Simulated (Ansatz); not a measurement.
Phonon-limited resistivity of Nb2AlC (P6_3/mmc) against temperature in μΩ·cm, PBEsol, DFPT electron-phonon coupling, linearised Boltzmann equation run with Ansatz (a program for electronic structure), harmonic crystal at a fixed cell. x, y and z are the axes of this cell:
```yaml
crystal:
  lattice:
    - [3.08979, 0.00000, 0.00000]
    - [-1.54489, 2.67583, 0.00000]
    - [0.00000, 0.00000, 13.85289]
  atoms:
    - { symbol: Al, position: [0.33333, 0.66667, 0.75000] }
    - { symbol: Al, position: [0.66667, 0.33333, 0.25000] }
    - { symbol: Nb, position: [0.33333, 0.66667, 0.08903] }
    - { symbol: Nb, position: [0.66667, 0.33333, 0.91097] }
    - { symbol: Nb, position: [0.66667, 0.33333, 0.58903] }
    - { symbol: Nb, position: [0.33333, 0.66667, 0.41097] }
    - { symbol: C, position: [0.00000, 0.00000, 0.00000] }
    - { symbol: C, position: [0.00000, 0.00000, 0.50000] }
```

```csv
T,"ρ (x, y)",ρ (z)
50 K,0.177,0.95
77 K,0.91,4.4
100 K,[?],8.8
150 K,[?],20
200 K,6.9,32
250 K,9.5,44
273 K,10.7,50
300 K,12.1,56
350 K,14.7,68
400 K,17.2,80
```

### Question
Fill in the missing entries.

### Answer

- 100 K, ρ (x, y): 1.88
- 150 K, ρ (x, y): 4.4

A metal at this level (no band gap). Only scattering by harmonic phonons is included (no impurities, grain boundaries, electron-electron scattering or thermal expansion). Spin-orbit coupling is left out. Halving the electron mesh (32x32x8) moves the resistivity by up to 13 %. Smearing 0.20 eV; phonons on a 5x5x1 q mesh, which this run doesn't test and which matters most at low temperature.

Computed structure with no diffraction record at hand here (it may be known, metastable or hypothetical): Nb2AlC (P6_3/mmc).
